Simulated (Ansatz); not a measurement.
Results of r²SCAN in Ansatz (PAW) for CsCl-type NdAg.

Numerical settings: plane-wave cutoff 500 eV, 16×16×16 k mesh, Fermi–Dirac smearing 0.1 eV, spin-polarised start, scalar-relativistic PAW data made under PBE.

Computed at the level's own relaxed cell.

Give the computed equilibrium volume per atom and lattice parameter a.


- equilibrium volume per atom: 27.20 Å³/atom
- lattice parameter a: 3.789 Å

Note: the magnetic order was assumed, not searched for or taken from measurement; the 4f shell is treated without U or exact exchange, so its levels and filling can be wrong.

Spin–orbit coupling is not included.

Computed values are for the static lattice.

Ansatz is a quantum-chemistry and plane-wave program.
